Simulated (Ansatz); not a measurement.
# Cubic perovskite KCoF₃

Calculation: LDA (Ansatz, a quantum-chemistry and plane-wave program, hard PAW).

Run with plane-wave cutoff 1050 eV, 8×8×8 k mesh, Fermi–Dirac smearing 0.05 eV, magnetic order G, spin-polarised with opposed moments.

Cell (relaxed at this level):

```xyz
10
Lattice="0.0000 3.9422 3.9422 3.9422 0.0000 3.9422 3.9422 3.9422 0.0000" Properties=species:S:1:pos:R:3 pbc="T T T"
K      0.0000     0.0000     0.0000
K      3.9422     3.9422     3.9422
Co     1.9711     1.9711     1.9711
Co     5.9133     5.9133     5.9133
F      1.9711     1.9711     0.0000
F      1.9711     1.9711     3.9422
F      0.0000     1.9711     1.9711
F      3.9422     1.9711     1.9711
F      1.9711     0.0000     1.9711
F      1.9711     3.9422     1.9711
```

* **equilibrium volume per atom**: 12.25 Å³/atom
* **lattice constant a**: 3.942 Å

Note: the magnetic order was assumed, not searched for or taken from measurement; the volume lies 9 % below that of the published cell.

The computed numbers hold no vibrational or temperature effects.

Cost on a shared machine: very roughly 8 core-minutes.
